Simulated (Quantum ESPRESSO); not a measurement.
## Habitual settings against a tight run: Li2Ca (Fd-3m, 6 atoms in the cell)

Self-consistent single point.

```
CELL_PARAMETERS angstrom
     -4.33047     0.00000     4.33047
      0.00000     4.33047     4.33047
     -4.33047     4.33047     0.00000
ATOMIC_POSITIONS crystal
  Li 0.12500 0.12500 0.62500
  Li 0.12500 0.62500 0.12500
  Li 0.12500 0.12500 0.12500
  Li 0.62500 0.12500 0.12500
  Ca 0.75000 0.75000 0.75000
  Ca 0.50000 0.50000 0.50000
```

Method of the run: PBEsol, GBRV 1.5 ultrasoft (PBESOL) pseudopotentials (plane waves; Quantum ESPRESSO 7.5).

Base settings: ecutwfc = 40 Ry; ecutrho = 200 Ry; occupations = smearing; smearing = fermi-dirac; degauss = 0.0073499 Ry; potentials = {Li: li_pbesol_v1.4.uspp.F.UPF, Ca: ca_pbesol_v1.uspp.F.UPF}; K_POINTS = automatic 9 9 9 0 0 0; conv_thr = 1e-10 Ry; mixing_beta = 0.4.

Tight run (finer mesh or higher cutoff; not a proven limit): ecutwfc: 40 Ry → 56 Ry; ecutrho: 200 Ry → 280 Ry; conv_thr: 1e-10 Ry → 7.3e-11 Ry; K_POINTS: automatic 9 9 9 0 0 0 → automatic 13 13 13 0 0 0. It gave Fermi level (on the code's own zero) 3.11 eV; pressure 0.08 GPa.

Quick runs, as changes from the base:
- A: the base itself
- B: ecutwfc: 40 Ry → 20 Ry; ecutrho: 200 Ry → 100 Ry; smearing: fermi-dirac → methfessel-paxton; degauss: 0.0073499 Ry → 0.0099958 Ry; K_POINTS: automatic 9 9 9 0 0 0 → automatic 8 8 8 0 0 0
- C: ecutwfc: 40 Ry → 24 Ry; ecutrho: 200 Ry → 120 Ry; smearing: fermi-dirac → methfessel-paxton; degauss: 0.0073499 Ry → 0.019992 Ry; K_POINTS: automatic 9 9 9 0 0 0 → automatic 6 6 6 0 0 0
- D: ecutwfc: 40 Ry → 32 Ry; ecutrho: 200 Ry → 160 Ry; pseudopotentials: {Li: li_pbesol_v1.4.uspp.F.UPF, Ca: ca_pbesol_v1.uspp.F.UPF} → {Li: li_lda_v1.4.uspp.F.UPF, Ca: ca_lda_v1.uspp.F.UPF}; K_POINTS: automatic 9 9 9 0 0 0 → automatic 2 2 2 0 0 0 [LDA (PZ)]
- E: smearing: fermi-dirac → methfessel-paxton; degauss: 0.0073499 Ry → 0.0099958 Ry; conv_thr: 1e-10 Ry → 7.3e-05 Ry; K_POINTS: automatic 9 9 9 0 0 0 → automatic 4 4 4 0 0 0
- F: ecutwfc: 40 Ry → 24 Ry; ecutrho: 200 Ry → 120 Ry; K_POINTS: automatic 9 9 9 0 0 0 → automatic 3 3 3 1 1 1

Energies are extrapolated to zero smearing width, which holds to low order in the width alone (under cold and Methfessel-Paxton smearing the free energy itself is taken).

Dashes: energy of D, another energy zero; time of D, E, F, under 30 s.

† marks runs with another functional, U, potentials or spin treatment: their distance from the tight run is not a convergence error alone.

The count of work is k-points × plane waves × bands × iterations; it is no time. Core times come from one kind of shared machine and are given to one figure; runs under 30 s give none.

The starting cell comes from a database of computed structures (which also holds hypothetical and non-ambient phases and stackings), without a prior relaxation at this level. Its lattice was rescaled by a random factor within 2.5 % of one.

| run | energy less tight (meV/atom) | pressure less tight (GPa) | count of work / tight | core time / tight (rough) |
|---|---|---|---|---|
| A | -0.2 | -0.01 | 0.26 | 0.2 |
| B | 471.8 | -14.10 | 0.061 | 0.08 |
| C | 100.8 | -3.80 | 0.046 | 0.07 |
| D† | – | -1.03 | 0.0092 | – |
| E | 11.6 | 0.21 | 0.018 | – |
| F | 102.2 | -3.81 | 0.016 | – |

Among the runs at the tight run's level, the energy misses run from 0.2 to 471.8 meV/atom.
